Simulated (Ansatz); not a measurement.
**PbS (Cmcm, No. 63, 4 atoms in the cell; start mp-1018115; high-pressure phase)**

Computed with LDA in Ansatz (plane waves, PAW).

Numerical settings: plane-wave cutoff 520 eV, 8×8×8 k mesh, Fermi–Dirac smearing 0.01 eV, scalar-relativistic PAW data made under PBE.

Cell (relaxed at this level):

```xyz
4
Lattice="2.0293 -5.7011 0.0000 2.0293 5.7011 0.0000 0.0000 0.0000 4.1928" Properties=species:S:1:pos:R:3 pbc="T T T"
Pb     2.0293    -4.2737     3.1446
Pb     2.0293     4.2737     1.0482
S      2.0293    -1.6024     3.1446
S      2.0293     1.6024     1.0482
```

```
Quantity                                       Value
-------------------------------------------  -------
band gap                                     0.86 eV
smallest direct gap on the k points sampled  0.90 eV
Γ–Γ gap                                      5.15 eV
```

Spin–orbit coupling is not included; with these elements it can move the gap by several tenths of an eV or more.

Static lattice: no zero-point or thermal effects.

Cost on a shared machine: very roughly 15 core-seconds.

A start named mp-… is a Materials Project structure, which need not be a measured phase.

Ansatz is an electronic-structure program.
